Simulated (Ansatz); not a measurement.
Here is the system:

```xyz
7
Lattice="3.0108 1.7383 4.6962 -3.0108 1.7383 4.6962 0.0000 -3.4765 4.6962" Properties=species:S:1:pos:R:3 pbc="T T T"
K      0.0000     0.0000     7.0444
K      0.0000     0.0000     0.0000
Sn     0.0000     0.0000     3.5239
Sn     0.0000     0.0000    10.5648
O     -1.5054     0.8691     2.3481
O      0.0000    -1.7383     2.3481
O      1.5054     0.8691     2.3481
```

No spin polarisation.

1.03 electrons added to each cell, a density of 7.0×10^21 cm⁻³, with a uniform compensating background at fixed cell and a 300 K Fermi–Dirac width.

Level of theory: plane-wave PAW DFT at the PBEsol level (Ansatz, a first-principles code, 420 eV), no spin-orbit coupling. Γ-centred 10×10×10 mesh, Fermi–Dirac width 0.0259 eV.

**Question.** What Fermi level relative to the doped band's edge (positive inside the band; to 0.05 eV) does the calculation give?

**Answer.** +0.85 eV.

**Question.** Predict the gap character.

**Answer.** Direct at Γ.

**Question.** What is the computed gap between the host's bands?

**Answer.** 0.82 eV.

Charged cell with a jellium background: band edges are those of the host's band count, energies are not comparable with the neutral cell, and many-body gap narrowing is missing. Whether these cells are dynamically stable was not tested. The cell was made from K₂Sn₂O₃ (space group R-3m, No. 166) by this change: electrons 7.0×10^21 cm⁻³.
